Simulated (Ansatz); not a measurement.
SrNbO3: pressure 7.5 GPa

Base system: SrNbO3 in the cubic perovskite structure (space group Pm-3m, No. 221; a = 4.018 Å; a cell from a computed database, its experimental status unchecked).

Perturbation: a hydrostatic pressure of 7.5 GPa.

The values are results of PBEsol (Ansatz, a quantum-chemistry and plane-wave program), no spin-orbit coupling, not measurements. Γ-centred 12×12×12 mesh, Fermi–Dirac width 0.05 eV.

```csv
quantity,base,changed,shift
volume per atom,12.97 Å³,12.51 Å³,-0.466 Å³
density,5.85 g/cm³,6.07 g/cm³,+0.22 g/cm³
lattice parameter a,4.018 Å,3.969 Å,-0.049 Å
shortest interatomic distance,2.009 Å,1.985 Å,-0.024 Å
enthalpy H = E + PV relative to the base's energy,–,+0.60 eV/atom,–
band gap,zero,zero,–
```

Final structure:

```
SrNbO3
1.0
    3.96909     0.00000     0.00000
    0.00000     3.96909     0.00000
    0.00000     0.00000     3.96909
Sr Nb O
1 1 3
Direct
  0.50000   0.50000   0.50000
  0.00000   0.00000   0.00000
  0.00000   0.50000   0.00000
  0.50000   0.00000   0.00000
  0.00000   0.00000   0.50000
```

Load acts through the strain it causes; cell and atoms are relaxed under it. Stability against distortions was not tested. No other phases were tried under pressure. No Hubbard U is applied, and correlation can decide whether such a compound is a metal. The final runs are not spin-polarised. An odd electron count without spin: SrNbO3. Many cubic perovskites are stable only at high temperature; tilts and polar distortions were not tested.
